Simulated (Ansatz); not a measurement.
Base system: LaAs in the CsCl type structure (space group Pm-3m, No. 221; a = 3.744 Å; a hypothetical phase, not in the database extracts checked).

Structures relaxed with Ansatz (an electronic-structure program), PBE, PAW, cutoff 420 eV, scalar-relativistic without spin-orbit coupling.

Base:

Simulated powder pattern, Cu Kα1, λ = 1.54056 Å (kinematic, ideal powder, no thermal factors, no anomalous dispersion; the 10 strongest lines at most, above 2 %, up to 2θ = 90°):

```json
[
 {"2θ (°)": "23.74", "I/Imax (%)": "8.6", "hkl": "(100)"},
 {"2θ (°)": "33.83", "I/Imax (%)": "100", "hkl": "(110)"},
 {"2θ (°)": "41.75", "I/Imax (%)": "2.6", "hkl": "(111)"},
 {"2θ (°)": "48.59", "I/Imax (%)": "18", "hkl": "(200)"},
 {"2θ (°)": "54.78", "I/Imax (%)": "3.5", "hkl": "(210)"},
 {"2θ (°)": "60.52", "I/Imax (%)": "37", "hkl": "(211)"},
 {"2θ (°)": "71.16", "I/Imax (%)": "11", "hkl": "(220)"},
 {"2θ (°)": "81.17", "I/Imax (%)": "16", "hkl": "(310)"}
]
```

Modification: a hydrostatic pressure of 22.5 GPa.

Problem. Where do the lines fall after the change?

Solution. 
Simulated powder pattern, Cu Kα1, λ = 1.54056 Å (kinematic, ideal powder, no thermal factors, no anomalous dispersion; the 10 strongest lines at most, above 2 %, up to 2θ = 90°):

```csv
2θ (°),I/Imax (%),hkl
25.57,8.8,(100)
36.48,100,(110)
45.08,2.6,(111)
52.55,17,(200)
59.33,3.4,(210)
65.66,35,(211)
77.51,11,(220)
88.84,16,(310)
```

The indices refer to the base's conventional cell; one index is shown for lines that coincide.

Load acts through the strain it causes; cell and atoms are relaxed under it. Stability against distortions was not tested. No other phases were tried under pressure. The final runs are not spin-polarised.
